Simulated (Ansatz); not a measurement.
A computed series for BeS: response to strain

Consider BeS in the zinc blende structure (space group F-43m, No. 216).

```
BeS
1.0
    0.00000     2.43431     2.43431
    2.43431     0.00000     2.43431
    2.43431     2.43431     0.00000
Be S
1 1
Direct
  0.00000   0.00000   0.00000
  0.25000   0.25000   0.25000
```

Cartesian axes are those of the cell as printed.

Strains are applied to the cell and any free atomic positions relax; under biaxial strain the out-of-plane vector relaxes too.

Method: r2SCAN in Ansatz (plane waves to 500 eV, PAW, scalar-relativistic without spin-orbit coupling).

Candidates:
(a) biaxial strain −2.00 %, plane normal [001], relaxed out of plane
(b) biaxial strain −0.50 %, plane normal [001], relaxed out of plane
(c) biaxial strain −1.00 %, plane normal [001], relaxed out of plane

For the base:

| Quantity | Result |
|---|---|
| Band gap | 3.59 eV |

Task: Order them by band gap, lowest first.

Result: (a) biaxial strain −2.00 %, plane normal [001], relaxed out of plane (3.37 eV), (c) biaxial strain −1.00 %, plane normal [001], relaxed out of plane (3.48 eV), (b) biaxial strain −0.50 %, plane normal [001], relaxed out of plane (3.54 eV)

Whether these cells are dynamically stable was not tested.

Ansatz is a quantum-chemistry and plane-wave program.
